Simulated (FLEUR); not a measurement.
Input and output of a self-consistent single point for PbO2 (P4_2/mnm, 6 atoms in the cell) (FLEUR).

Method of the run: FLEUR with PBEsol, all-electron FLAPW (FLEUR), scalar-relativistic valence.

```xyz
6
Lattice="5.0629 0.0000 0.0000 0.0000 5.0629 0.0000 0.0000 0.0000 3.4554" Properties=species:S:1:pos:R:3 pbc="T T T"
Pb     0.0000     0.0000     0.0000
Pb     2.5314     2.5314     1.7277
O      1.5565     1.5565     0.0000
O      3.5064     3.5064     0.0000
O      0.9750     4.0879     1.7277
O      4.0879     0.9750     1.7277
```

Reference input (self-consistent single point, DFT, PBE, all-electron FLAPW (FLEUR), scalar-relativistic valence): Kmax = 4.3 1/bohr; GmaxXC = 17.2 1/bohr; xcFunctional = pbe; jspins = 1; l_soc = F; mode = gauss; fermiSmearingEnergy = 0.00734986 Htr; mesh (inpgen div1-3) = 5 5 7; inpgen gamma flag = false; Gmax = 17.2 1/bohr; numbands = 0; maxIterBroyd = 15. This run's input differs from it in these lines:

```diff
@@ -18,2 +18,3 @@
 &comp jspins=1 /
+&exco xctyp='PBEs' /
 &kpt div1=5 div2=5 div3=7 /
@@ -30,3 +31,3 @@
       <coreElectrons ctail="T" frcor="F" kcrel="0" coretail_lmax="0"/>
-      <xcFunctional name="pbe" relativisticCorrections="F"/>
+      <xcFunctional name="PBEs" relativisticCorrections="F"/>
       <magnetism jspins="1"/>
```

Output, abridged:

```
 Iteration:     1   Distance:      21.16396812 me/bohr^3
 Iteration:     2   Distance:      18.14424489 me/bohr^3
 Iteration:     3   Distance:       8.17964752 me/bohr^3
 Iteration:     4   Distance:       3.94753180 me/bohr^3
 Iteration:     5   Distance:       1.72272836 me/bohr^3
   [... 9 lines left out ...]
 Iteration:    15   Distance:       0.00002892 me/bohr^3
 Iteration:    16   Distance:       0.00002709 me/bohr^3
 Iteration:    17   Distance:       0.00001554 me/bohr^3
 Iteration:    18   Distance:       0.00000296 me/bohr^3
 Reset of history
 Run finished successfully
 Stop message:
   Structural relaxation: new displacements generated

[file out, last iteration]
             iter=     19
[...]
          total density-effective poten   -7.5044783890E+04
          total charge density-energy d   -8.0245959236E+02
 Updated energy parameters for spin:           1
[...]
 fermi energy and band-weighting factors:

[...]
FERMIE:
          first approx. to ef    (T=0)  :   0.194569 htr   (energy of the highest occ. eigenvalue)
          number of occ. states  (T=0)  :        624
          first approx. to seigv (T=0)  :  -8.041738 htr
          sum of weights of occ. states :  26.000000
          sum of semicore charge        :   0.000000 e
          fermi energy=   0.19846 har   work function=  -5.40038 ev
          number of valence electrons=  51.99999
   [... lines left out ...]
          total moment                 =     0.00000
 Direct bandgap for spin            1 :    5.5242497551331038E-003  Htr
 ---->    free energy=                    -42146.0146464678 htr
   [... lines left out ...]
      extrapolation for T->0
 ---->    total electron energy=          -42146.0146464678 htr
 ***** TOTAL FORCES ON ATOMS *****
 TOTAL FORCE FOR ATOM TYPE=  1  X=  0.000   Y=  0.000   Z=  0.000
                       FX_TOT= 0.000000 FY_TOT= 0.000000 FZ_TOT= 0.000000
 TOTAL FORCE FOR ATOM TYPE=  2  X=  2.941   Y=  2.941   Z=  0.000
                       FX_TOT= 0.001843 FY_TOT= 0.001843 FZ_TOT= 0.000000
```

The run converged in 18 iterations. FLEUR gives forces in its relaxation mode, with a further iteration, so its stop message speaks of a relaxation. Against the reference run the largest force goes from 0.080 to 0.134 eV/Å.

The starting cell comes from a database of computed structures (which also holds hypothetical and non-ambient phases and stackings), without a prior relaxation at this level. Its lattice was rescaled by a random factor within 2.5 % of one. Spin-orbit coupling is off. Values depend on the basis (sphere radii, cutoffs, local orbitals), which need not be converged. No gap is read from this output. The log's line on a gap gives a spacing of levels on this mesh, which the program prints for metals too.

Cost on one core of a shared machine: roughly 4 min.
